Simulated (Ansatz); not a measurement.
**SnO2, response to strain**

Consider SnO2 in the rutile structure (space group P4_2/mnm, No. 136; a = 4.759 Å, c = 3.200 Å). Axes: x, y, z lie along a, b, c of the conventional cell.

Strains are applied to the cell and any free atomic positions relax; under biaxial strain the out-of-plane vector relaxes too; under stress the whole cell relaxes.

Calculations: r2SCAN in Ansatz (plane waves to 500 eV, PAW, scalar-relativistic without spin-orbit coupling), earlier PAW set.

Notes on the quantities. energy relative to the base: free energy F.

| change | electron mass | energy relative to the base | volume per atom |
|---|---|---|---|
| base | 0.20 mₑ along c, 0.23 mₑ across (at Γ) | 0 meV/atom | 12.08 Å³ |
| biaxial strain −4.06 %, plane normal [001], relaxed out of plane | ___ | – | ___ |
| isotropic strain +0.67 % | 0.18 mₑ along c, 0.22 mₑ across (at Γ) | +3.1 meV/atom | 12.32 Å³ |
| uniaxial strain ε_xx = +1.63 % | 0.19 mₑ along z, 0.22 mₑ across (at Γ) | +2.5 meV/atom | 12.27 Å³ |
| uniaxial strain ε_yy = +1.40 % | 0.19 mₑ along z, 0.22 mₑ across (at Γ) | +1.8 meV/atom | 12.25 Å³ |
| uniaxial stress, 1 GPa compression along x | 0.20 mₑ along z, 0.23 mₑ across (at Γ) | +0.3 meV/atom | 12.05 Å³ |
| uniaxial stress, 2 GPa compression along x | 0.20 mₑ along z, 0.23 mₑ across (at Γ) | +1.2 meV/atom | 12.03 Å³ |
| uniaxial stress, 5 GPa tension along x | 0.22 mₑ along x, 0.24 mₑ along y, 0.19 mₑ along z (at Γ) | +6.9 meV/atom | 12.19 Å³ |

Problem. Complete the table.

Solution. 
- biaxial strain −4.06 %, plane normal [001], relaxed out of plane, electron mass: 0.21 mₑ out of plane, 0.23 mₑ in plane (at Γ)
- biaxial strain −4.06 %, plane normal [001], relaxed out of plane, volume per atom: 11.48 Å³

The levels and masses belong to the bands next to the band gap. Effective masses come from finite differences of ±0.01 Å⁻¹. Stability under load was not tested beyond the relaxation. The base started in Pnnm and relaxed to P4_2/mnm at this level.

Ansatz is an electronic-structure program.
